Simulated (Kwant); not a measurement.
System: quantum point contact (saddle potential) in a Si two-dimensional gas. Effective mass 0.19 mₑ, grid spacing 5 nm, hard walls, nominal width 150 nm (29 grid rows, so walls 150 nm apart), one parabolic valley, scattering region 450 nm long along x; energies count from the band bottom; Fermi energy 0.000677 eV. Potential (V0 + ½k y²) cos²(πx/L) for |x| < L/2, with V0 swept from 0.00071085 to 0 eV, k = 1.1e-06 eV/nm², L = 210 nm.

The device is made up for the run: typed textbook-type constants, with dimensions and the other settings drawn at random.

Computed with Kwant: effective-mass tight-binding model on a square grid, one spin, coherent transport at 0 K. Conductance is in e²/h.

**Question.** Compare with the saddle-point formula G = Σ 1/(1 + exp(−2π(E − V0 − ħωy(n + ½))/ħωx)), taking ħωy = ħ√(k/m) and ħωx from the curvature along x of V0 plus half of the mode's confinement energy.

**Answer.** ħωy = 0.664 meV; at V0 = 0.577 meV the lowest mode has ħωx = 0.365 meV.

```csv
V0 (meV),formula,simulation
0.670,0.0051,0.0042
0.577,0.018,0.017
0.484,0.072,0.075
0.391,0.28,0.32
0.299,0.73,0.77
0.206,0.97,0.97
```

The formula takes a parabolic saddle in the continuum; the run has the full potential on a grid.
